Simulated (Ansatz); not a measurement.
# Amorphous silicon oxide (Si$_{24}$O$_{47}$)

Preparation: random packing, a CHGNet melt and quench, and a DFT relaxation. O atoms were pushed apart under 1.9 Å during the dynamics, to hinder bonds among them. The hot cell started wider than the set density and was brought back towards it in steps. It is the lowest in DFT energy of 2 quenches. It is a model cell: composition and starting density were chosen by hand, and all elements were melted together. No dispersion term was used. Cycles of charging and discharging annealed it further.

Methods: PBE, scalar-relativistic without spin-orbit coupling (Ansatz, a quantum-chemistry and plane-wave program); r2SCAN, scalar-relativistic without spin-orbit coupling (Ansatz); HSE06, scalar-relativistic without spin-orbit coupling (Ansatz). Geometry, pressure, stress and energy are those of the PBE run. Its sampling: a 2×2×2 Γ-centred mesh; Fermi-Dirac width 0.02 eV; no spin polarisation. Other functionals are single points at the zone centre (r2SCAN at 500 eV; exact exchange cut at the cell's faces), free to take moments where seeds were set. The usual formal charges leave 2 electrons over, so the level spacing at the Fermi energy parts defect or band states and needn't be the band gap. At PBE the levels at the filled edge of the gap are localised (band-tail or defect states), and the nearest spread-out levels lie 5.5 eV apart at the zone centre.

The number of atoms in the cell comes out as 71, the density (held, not predicted) is 2.20 g/cm³ and the volume per atom is 15.15 Å³. The pressure on a 2×2×2 Γ-centred mesh comes out as 0.52 GPa. The largest force and stress component on that mesh (the relaxation ran on the zone centre alone) is 0.04 eV/Å and 1.5 GPa, the energy relative to alpha cristobalite + silicon (lowest mix at this level among the phases computed, not always the ambient ones) is 0.094 eV/atom and the level spacing at the Fermi energy on a 2×2×2 Γ-centred mesh (PBE) is 4.50 eV. The level spacing at the Fermi energy at the zone centre (PBE) comes out as 4.56 eV. The level spacing at the Fermi energy at the zone centre (r2SCAN) is 5.05 eV and the level spacing at the Fermi energy at the zone centre (HSE06) is 5.91 eV.

Neighbours within Si-Si 2.60 Å, Si-O 1.90 Å, O-O 1.58 Å count as bonded. Two cations that share two anions don't count as bonded, nor two that share one unless they lie closer than Si-Si 2.38 Å.

- Mean coordination of Si by anions: 3.92 (2 with 3, 22 with 4); 2 close contacts or bonds to cations besides
- Mean coordination of O: 2.00 (47 with 2)
- Mean Si-O bond: 1.634 Å (spread 0.016 Å, 94 counted)
- Mean Si-Si bond: 2.526 Å (spread 0.000 Å, 1 counted)

Its density started from a set value of 2.20 g/cm³. The quench (nominally 320 K/ps over its main leg) was far faster than any real one, so the model tends to hold more defects than a real film. Values belong to this one cell and scatter from quench to quench. The volume was held where the preparation left it and the shape relaxed, at a PBE pressure of 0.5 GPa. Stress components on the final sampling reach 1.5 GPa. Cycles of charging lowered its energy after that relaxation.
